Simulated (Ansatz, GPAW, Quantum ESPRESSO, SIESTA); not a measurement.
One structure in several programs: PIr₂ (Fm-3m, 3 atoms in the cell)

Self-consistent single point.

```
CELL_PARAMETERS angstrom
      0.00000     2.77874     2.77874
      2.77874     0.00000     2.77874
      2.77874     2.77874     0.00000
ATOMIC_POSITIONS crystal
  P  0.00000 0.00000 0.00000
  Ir 0.25000 0.25000 0.25000
  Ir 0.75000 0.75000 0.75000
```

Shared settings, as Ansatz (a program for electronic structure) writes them: kpoints.mp_grid.grid = 4 4 4; scf.occupations.method = gaussian; scf.occupations.width = 0.0037 Ry. Potentials and cutoffs stand in the table.

```tsv
code	model	pressure (GPa)	cutoff
Ansatz	LDA (PW92), PAW files made with PBE	-8.32	default
SIESTA	LDA PW92, numerical atomic orbitals DZP, PseudoDojo LDA standard norm-conserving potentials (rewritten from UPF to PSML)	-6.23	grid 300 Ry
GPAW	LDA (Perdew-Wang 92), GPAW PAW datasets LDA (gpaw-data 1.0.1)	-8.70	550 eV
Quantum ESPRESSO	LDA (PZ), PSlibrary ultrasoft (LDA) pseudopotentials	-6.76	40 Ry
```

On Ansatz's run: spin-orbit coupling is off. Spin polarisation is off; with an odd number of electrons in the cell that forces a metal, and a magnetic state may lie lower.

The spread over the programs that give each value: pressure within 2.47 GPa.

SIESTA uses small atom-centred bases, whose incompleteness enters pressures, forces and empty levels differently from a plane-wave cutoff. Ansatz's pressure is given at a fixed set of plane waves, as the other plane-wave codes print theirs; with its correction for the finite basis it is -8.27 GPa. The same LDA comes in different parametrisations, which differ slightly. In the pressure, SIESTA (by 2.10) and Quantum ESPRESSO (by 1.56) lie more than 1 GPa from the median of the plane-wave programs.

On the base mesh (10 10 10) the same programs gave: Ansatz pressure -8.48 GPa; Quantum ESPRESSO pressure -6.92 GPa; GPAW pressure -8.85 GPa; SIESTA pressure -6.19 GPa.

The starting cell comes from a database of computed structures (which also holds hypothetical and non-ambient phases and stackings), without a prior relaxation at this level.

Left out of this page: ABINIT (with a known weakness of the program); Elk (not drawn, or without a comparable value).

Keys are those of Ansatz 0.2.
